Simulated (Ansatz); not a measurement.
The starting structures come from a database of crystals and need not be the phases stable at ambient conditions.

 Where the default PAW files enter, the runs use the earlier of Ansatz's two default sets.

```xyz
12
Lattice="3.7669 0.0000 0.0000 1.8835 6.1536 0.0000 0.0000 1.9283 6.1391" Properties=species:S:1:pos:R:3 pbc="T T T"
Ti     3.7669     3.7846     4.3971
Ti     1.8835     4.2973     1.7420
Ti     1.8835     6.2936     4.3612
Ti     3.7669     1.7883     1.7779
O      1.8835     6.1489     2.2713
O      3.7669     1.9330     3.8678
O      3.7669     5.8169     4.3379
O      1.8835     2.2650     1.8012
O      1.8835     4.5281     0.0289
O      3.7669     3.5538     6.1102
O      3.7669     3.9129     2.1333
O      1.8835     4.1690     4.0058
```

Space group of this cell: C2/m. The cell is strained (lengths along the current scaled by 0.97, ions clamped); by r2SCAN its mean pressure is 1.4 GPa.

Transport runs along the normal of the first two printed cell vectors.

No gap correction and no spin-orbit coupling; mid-gap values are interpolated between computed energies.

Predict the band gap and the smallest decay constant κ at mid-gap from r2SCAN (Ansatz, a quantum-chemistry and plane-wave program).

Gap 3.24 eV on a 8×8×6 mesh; κ = 0.386 1/Å, at the zone centre.
